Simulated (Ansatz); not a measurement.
# SnSe, pressure series

Start from SnSe in the GeS type structure (space group Pnma, No. 62; a = 11.5344 Å, b = 4.1208 Å, c = 4.5784 Å; layered, stacked along the Cartesian x axis).

Cell and atoms are relaxed at each pressure.

Levels (all Ansatz, a program for electronic structure, PAW, earlier PAW set): r2SCAN+rVV10 (500 eV, spin-orbit coupling left out); HSE06 (420 eV, no spin-orbit coupling).

Band gaps by level, all at the geometries relaxed with r2SCAN+rVV10:

```tsv
case	r2SCAN+rVV10	HSE06
base	0.89 eV	1.05 eV
pressure 0.9 GPa	0.79 eV	0.94 eV
pressure 2.1 GPa	0.67 eV	0.83 eV
pressure 4.5 GPa	0.31 eV	0.51 eV
```

Single points use the geometry relaxed with r2SCAN+rVV10. The hybrid gap comes from the SCF mesh plus the semilocal run's edge points and a few special points and is an upper bound. Load acts through the strain it causes; cell and atoms are relaxed under it. Stability against distortions was not tested.
